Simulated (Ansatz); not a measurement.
Take TiO2 in the anatase structure (space group I4_1/amd, No. 141; a = 3.770 Å, c = 9.552 Å) as the base.

All numbers come from DFT with PBEsol, PAW potentials and a 420 eV plane-wave cutoff in Ansatz (a first-principles code), scalar-relativistic without spin-orbit coupling.

One change was made to it. Results:

```json
[
 {"quantity": "band gap", "base": "2.11 eV", "after": "2.09 eV"},
 {"quantity": "shortest interatomic distance", "base": "1.928 Å", "after": "1.922 Å"},
 {"quantity": "c/a ratio", "base": "2.534", "after": "2.518"},
 {"quantity": "density", "base": "3.91 g/cm³", "after": "3.95 g/cm³"}
]
```

Which of these changes matches the shifts?
A. pressure 4.5 GPa
B. pressure 22.5 GPa
C. pressure 2.1 GPa
D. pressure −1 GPa

C, pressure 2.1 GPa. For comparison, the c/a ratio in the other runs: pressure 22.5 GPa gives 2.344; pressure 4.5 GPa gives 2.497; pressure −1 GPa gives 2.542.

Load acts through the strain it causes; cell and atoms are relaxed under it. No phonon test of stability was made. Competing high-pressure phases were not computed. The final runs are not spin-polarised.
